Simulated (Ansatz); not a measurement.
What electrons 2.0×10^21 cm⁻³ does to KTaO3

Base system: KTaO$_{3}$ in the cubic perovskite structure (space group Pm-3m, No. 221; a = 3.9901 Å).

Now apply this change: 0.127 electrons added to each cell, a density of 2.0×10^21 cm⁻³, with a uniform compensating background at fixed cell and a 300 K Fermi–Dirac width.

Level of theory: r2SCAN (Ansatz, a program for electronic structure, PAW, spin-orbit coupling left out). Γ-centred 12×12×12 mesh, Fermi–Dirac width 0.0259 eV.

- Gap between the host's bands = 2.74 eV (base 2.63 eV)
- Gap character = indirect, R → Γ (base indirect, R → Γ)
- Fermi level relative to the doped band's edge (positive inside the band; to 0.05 eV) = +0.30 eV

Cost of the whole job for the changed cell (relaxation, final SCF and bands): roughly 60 core-seconds.

Charged cell with a jellium background: band edges are those of the host's band count, energies are not comparable with the neutral cell, and many-body gap narrowing is missing. Spin-orbit coupling, missing from the scalar runs, can matter with Ta. No phonon test of stability was made.
